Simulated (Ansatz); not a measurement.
FeNi3: isotropic strain −2.15 %

The parent structure is FeNi$_{3}$ in the Cu3Au type structure (space group Pm-3m, No. 221; a = 3.514 Å; ferromagnetic; relaxed with 0.1 eV smearing).

It is then changed as follows: every lattice vector is shortened by 2.15 %; the atoms relax in the strained cell.

The values are results of plane-wave PAW DFT at the r2SCAN level (Ansatz, a quantum-chemistry and plane-wave program, 500 eV), scalar-relativistic without spin-orbit coupling, not measurements. Settings: 16×16×16 k-points, 0.1 eV Fermi–Dirac smearing.

| quantity | base | changed | shift |
|---|---|---|---|
| volume per atom | 10.85 Å³ | 10.17 Å³ | -0.68 Å³ |
| energy relative to the base (free energy F) | 0 meV/atom | +32 meV/atom | +32 meV/atom |
| pressure | 0.0 GPa | 16.0 GPa | +16.0 GPa |
| band gap | zero | zero | – |
| magnetic state | ferromagnetic | ferromagnetic | – |
| largest site moment | 3.18 μB | 3.09 μB | -0.09 μB |

Cost of the whole job for the changed cell (relaxation, final SCF and bands): roughly 2.7 core-minutes.

Other magnetic orders, which the real material may have, were not ruled out. Whether these cells are dynamically stable was not tested.
